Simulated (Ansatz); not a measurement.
Consider CdTe in the zinc blende structure (space group F-43m, No. 216; a = 6.558 Å). Axes: x, y, z lie along the cube axes.

The change: compressive biaxial strain of 1.67 % in the plane normal to [111], as in epitaxy on a mismatched substrate; the out-of-plane cell vector and the atoms relax.

Method: Ansatz (a first-principles code), r2SCAN, PAW, cutoff 500 eV, spin-orbit coupling left out.

Question: Give the band edges at the high-symmetry points of the new zone, measured from its valence-band maximum.

Answer: 
```csv
point,valence edge (eV),conduction edge (eV)
Γ,0.00,1.16
T,-0.73,2.39
H₂,-2.22,4.48
H₀,-2.22,4.48
L,-0.78,2.09
S₀,-1.65,3.06
S₂,-1.65,3.06
F,-1.82,2.75
```

The gap is 1.16 eV, direct at Γ.

With Te present, leaving out spin-orbit coupling can change the band edges. Stability against distortions was not tested. Labels are those of the standard path for the cell's own space group.
